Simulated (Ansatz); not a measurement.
**TiB2 under a change: biaxial strain −1.50 %, plane normal [001], relaxed out of plane**

The reference is TiB₂ (space group P6/mmm, No. 191; a = 2.994 Å, c = 3.160 Å). Axes: x lies along a and z along c of the hexagonal cell.

Perturbation: biaxial strain −1.50 %, plane normal [001], relaxed out of plane (Cartesian); in-plane vectors clamped, the third vector and the atoms free.

Computed with Ansatz (a first-principles code) LDA, without spin-orbit coupling. Settings: 13×13×10 k-points, 0.05 eV Fermi–Dirac smearing.

The volume per atom falls by 0.184 Å³ (8.18 Å³ → 7.99 Å³) and the space group stays P6/mmm (No. 191). The pressure (mean of the normal stresses, compression positive) goes from zero to 7.6 GPa and the band gap remains zero. The out-of-plane strain amounts to +0.74 % (rough).

Final structure (turned so that z lies along the plane normal):

```
CELL_PARAMETERS angstrom
      2.94901     0.00000     0.00000
      1.47451     2.55392     0.00000
      0.00000     0.00000     3.18304
ATOMIC_POSITIONS crystal
  Ti 0.00000 0.00000 0.00000
  B  0.66667 0.66667 0.50000
  B  0.33333 0.33333 0.50000
```

The mesh was chosen for an insulator and is coarse for the gapless case. Without a gap, meshes like the base's 13×13×10 leave anisotropic stresses uncertain by several tenths of a GPa, and small strain energies with them. Stability against distortions was not tested. All final runs are without spin polarisation.
